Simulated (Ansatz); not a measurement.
Consider SnTe in the rock salt structure (space group Fm-3m, No. 225; a = 6.289 Å). Axes: x, y, z lie along the cube axes.

Structures relaxed with PBEsol (Ansatz, an electronic-structure program, PAW, no SOC).

Base:

Simulated powder pattern, Co Kα, λ = 1.79026 Å (kinematic, ideal powder, no thermal factors, no anomalous dispersion; the 14 strongest lines at most, above 2 %, up to 2θ = 90°):

```
2θ (°)  I/Imax (%)    hkl
------  ----------  -----
33.08          100  (200)
47.48           74  (220)
59.08           26  (222)
69.41           12  (400)
79.07           34  (420)
88.42           27  (422)
```

One thing is altered: compressive biaxial strain of 3.00 % in the plane normal to [001], as in epitaxy on a mismatched substrate; the out-of-plane cell vector and the atoms relax.

Q: Predict the new powder pattern.

A: 
Simulated powder pattern, Co Kα, λ = 1.79026 Å (kinematic, ideal powder, no thermal factors, no anomalous dispersion; the 14 strongest lines at most, above 2 %, up to 2θ = 90°):

```csv
2θ (°),d (Å),I/Imax (%),hkl
33.04,3.148,54,(002)
34.13,3.050,100,(200)
48.24,2.191,77,(202)
49.04,2.157,37,(220)
60.41,1.779,40,(222)
69.32,1.574,6.6,(004)
71.88,1.525,12,(400)
79.58,1.399,18,(204)
81.41,1.373,17,(402)
82.02,1.364,17,(420)
89.50,1.271,14,(224)
```

The indices refer to the base's conventional cell; one index is shown for lines that coincide. The space group is now I4/mmm (No. 139).

Stability against distortions was not tested. All final runs are without spin polarisation.
